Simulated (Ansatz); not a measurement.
## Quick settings and what they miss: LaAlZn (C2/m, 6 atoms in the cell)

Self-consistent single point.

```
LaAlZn
1.0
    5.40200    -2.34828     0.00000
    5.40200     2.34828     0.00000
   -5.36291     0.00000     5.56225
La Al Zn
2 2 2
Direct
  0.74720   0.74720   0.20514
  0.25280   0.25280   0.79486
  0.56163   0.56163   0.39967
  0.43837   0.43837   0.60033
  0.06209   0.06209   0.22586
  0.93791   0.93791   0.77414
```

Computed with PBEsol, PAW files made with PBE (plane waves; Ansatz, an electronic-structure program).

Base settings: basis.ecutwfc = 420 eV; kpoints.mp_grid.grid = 8 8 6; hamiltonian.xc = pbesol; hamiltonian.pseudopotentials = {kind: paw} (the program's default PAW files); scf.occupations.method = cold; scf.occupations.width = 0.272 eV.

Tight run (finer mesh or higher cutoff; not a proven limit): basis.ecutwfc: 420 eV → 590 eV; kpoints.mp_grid.grid: 8 8 6 → 11 11 9; scf.convergence.dr2_threshold: default (1e-07 eV) → 1e-09 eV. It gave Fermi level (on the code's own zero) 9.50 eV; pressure -3.22 GPa; largest force (vector length) 0.074 eV/Å.

Quick runs, as changes from the base:
- A: the base itself
- B: basis.ecutwfc: 420 eV → 250 eV; kpoints.mp_grid.grid: 8 8 6 → 3 3 3; hamiltonian.xc: pbesol → lda [LDA (PW92)]
- C: basis.ecutwfc: 420 eV → 210 eV; kpoints.mp_grid.grid: 8 8 6 → 2 2 2
- D: basis.ecutwfc: 420 eV → 250 eV; kpoints.mp_grid.grid: 8 8 6 → 1 1 1; width narrowed by the program to 0.1010 eV
- E: basis.ecutwfc: 420 eV → 250 eV; kpoints.mp_grid.grid: 8 8 6 → 6 6 6; hamiltonian.xc: pbesol → lda [LDA (PW92)]
- F: basis.ecutwfc: 420 eV → 295 eV; kpoints.mp_grid.grid: 8 8 6 → 4 4 4; hamiltonian.xc: pbesol → lda; scf.occupations.method: cold → fermi_dirac; scf.occupations.width: 0.272 eV → 0.136 eV; kpoints.mp_grid.shift: default → 0.5 0.5 0.5 [LDA (PW92)]

Energies are extrapolated to zero smearing width, which holds to low order in the width alone.

Dashes: energy of B, E, F, another energy zero.

† marks runs with another functional, U, potentials or spin treatment: their distance from the tight run is not a convergence error alone.

The count of work is k-points × plane waves × bands × iterations; it is no time. 

Pressures in the table are Ansatz's without its Pulay estimate, at a fixed set of plane waves; the tight run's value above holds the estimate.

The starting cell comes from a database of computed structures (which also holds hypothetical and non-ambient phases and stackings), without a prior relaxation at this level. Its lattice was rescaled by a random factor within 2.5 % of one. In the base run, with a pressure of about -3 GPa the cell is away from its equilibrium volume at this level.

```csv
run,energy less tight (meV/atom),pressure less tight (GPa),largest miss in a force vector (eV/Å),count of work / tight
A,1.2,-0.02,0.004,0.19
B†,–,-21.71,0.157,0.0069
C,1994.4,-63.44,0.394,0.0032
D,345.0,-29.28,2.377,0.0012
E†,–,-21.53,0.070,0.052
F†,–,-5.93,0.041,0.018
```

Among the runs at the tight run's level, the energy misses run from 1.2 to 1994.4 meV/atom.

Keys are those of Ansatz 0.2.
